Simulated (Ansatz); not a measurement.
# Response to strain in PbSe

Base system: PbSe in the rock salt structure (space group Fm-3m, No. 225; a = 6.1778 Å). Axes: x, y, z lie along the cube axes.

Strains are applied to the cell and any free atomic positions relax; under biaxial strain the out-of-plane vector relaxes too.

The values are results of Kohn–Sham DFT with the r2SCAN functional, run in Ansatz (a first-principles code) with PAW and 500 eV plane waves, scalar-relativistic without spin-orbit coupling, not measurements.

Problem. Only one of these has no band gap. Which?
(A) biaxial strain −0.55 %, plane normal [111], relaxed out of plane
(B) biaxial strain −3.89 %, plane normal [111], relaxed out of plane
(C) isotropic strain −4.54 %
(D) uniaxial strain ε_xx = −1.19 %

Solution. B, biaxial strain −3.89 %, plane normal [111], relaxed out of plane. Computed: uniaxial strain ε_xx = −1.19 %: 0.62 eV; biaxial strain −3.89 %, plane normal [111], relaxed out of plane: zero; isotropic strain −4.54 %: 0.11 eV; biaxial strain −0.55 %, plane normal [111], relaxed out of plane: 0.58 eV

The mesh was chosen for an insulator and is coarse for the gapless case. With Pb present, leaving out spin-orbit coupling can change the band edges. Stability against distortions was not tested. All final runs are without spin polarisation. A zero or small gap of PbSe under biaxial strain −3.89 %, plane normal [111], relaxed out of plane and PbSe under isotropic strain −4.54 % can be the functional's error rather than a property of the material.
